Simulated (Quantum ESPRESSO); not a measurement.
Worked example: self-consistent single point of MoTe2 (P1, 6 atoms in the cell) in Quantum ESPRESSO.

Computed with PBE, PSlibrary PAW (PBE) pseudopotentials (plane waves; Quantum ESPRESSO).

The change in words: lattice scaled by 0.98. Reference geometry:
```xyz
6
Lattice="1.7600 -3.0484 0.0000 1.7600 3.0484 0.0000 0.0000 0.0000 13.9600" Properties=species:S:1:pos:R:3 pbc="T T T"
Te     1.7276     1.0577    12.2414
Te     1.7526    -1.0183     5.3051
Te     1.7650    -1.0377     1.6878
Te     1.8092     1.0115     8.6818
Mo     1.7562     1.0537     3.4910
Mo     1.7494    -1.0670    10.4729
```

Reference input (self-consistent single point, DFT, PBE, plane waves, PSlibrary PAW (PBE) pseudopotentials): ecutwfc = 55 Ry; ecutrho = 330 Ry; occupations = smearing; smearing = fd; degauss = 0.0036749 Ry; potentials = {Te: Te.pbe-n-kjpaw_psl.1.0.0.UPF, Mo: Mo.pbe-spn-kjpaw_psl.1.0.0.UPF}; K_POINTS = automatic 5 5 1 0 0 0; conv_thr = 1e-09 Ry. This run's input differs from it in these lines:

```diff
@@ -10,3 +10,3 @@
  ibrav = 0,
- celldm(1) = 6.651835269,
+ celldm(1) = 6.518798858,
  nat = 6,
@@ -35,5 +35,5 @@
 CELL_PARAMETERS {alat}
-   0.500000052    -0.866025374     0.000000000
-   0.500000052     0.866025374     0.000000000
-   0.000000000     0.000000000     3.965909502
+   0.500000029    -0.866025387     0.000000000
+   0.500000029     0.866025387     0.000000000
+   0.000000000     0.000000000     3.965909323
```

The program printed (abridged):

```
     Self-consistent Calculation

     iteration #  1     ecut=    55.00 Ry     beta= 0.70

     total energy              =   -2177.49576805 Ry
     estimated scf accuracy    <       1.17219231 Ry

     iteration #  2     ecut=    55.00 Ry     beta= 0.70

     total energy              =   -2176.69634599 Ry
     estimated scf accuracy    <      14.74200997 Ry

     iteration #  3     ecut=    55.00 Ry     beta= 0.70

     total energy              =   -2178.27621226 Ry
     estimated scf accuracy    <       0.18528103 Ry

   [... 13 blocks of this kind left out ...]

     iteration # 17     ecut=    55.00 Ry     beta= 0.70

     total energy              =   -2178.32387647 Ry
     estimated scf accuracy    <          9.0E-09 Ry

     iteration # 18     ecut=    55.00 Ry     beta= 0.70
     End of self-consistent calculation

     the Fermi energy is    11.3086 ev

!    total energy              =   -2178.32387647 Ry
     estimated scf accuracy    <          1.3E-10 Ry
     smearing contrib. (-TS)   =      -0.00001716 Ry
     internal energy E=F+TS    =   -2178.32385930 Ry

     convergence has been achieved in  18 iterations

     Forces acting on atoms (cartesian axes, Ry/au):

     atom    1 type  1   force =     0.00811657   -0.02964288    0.06776040
     atom    2 type  1   force =     0.00121489    0.01230844    0.03693278
     atom    3 type  1   force =    -0.00301178    0.01809332   -0.04358168
     atom    4 type  1   force =    -0.01991290   -0.01630876   -0.05418168
     atom    5 type  2   force =     0.00184334   -0.03076022    0.00616115
     atom    6 type  2   force =     0.01174987    0.04631010   -0.01309097

     Total force =     0.127783     Total SCF correction =     0.000077

          total   stress  (Ry/bohr**3)                   (kbar)     P=      114.89
   0.00079645   0.00001217   0.00010443          117.16        1.79       15.36
   0.00001217   0.00060416  -0.00005952            1.79       88.88       -8.76
   0.00010443  -0.00005952   0.00094233           15.36       -8.76      138.62

   JOB DONE.
```

The run converged in 18 iterations. Against the reference run the free energy goes up by 70.9 meV/atom, the pressure goes from 3.82 to 11.49 GPa, the largest force goes from 1.099 to 1.913 eV/Å and the gap on the mesh goes from 0.675 to 0.631 eV. The full log also holds: “c_bands:  1 eigenvalues not converged”.

The starting cell has typed, rounded lattice constants, without a prior relaxation at this level. Its atoms were displaced at random from the sites of space group no. 194. For this run, on top of that: lattice scaled by 0.98. Spin-orbit coupling is off. With a pressure of about 11 GPa the cell is away from its equilibrium volume at this level. Forces in this geometry exceed 1 eV/Å.

Cost on one core of a shared machine: roughly 3 min.
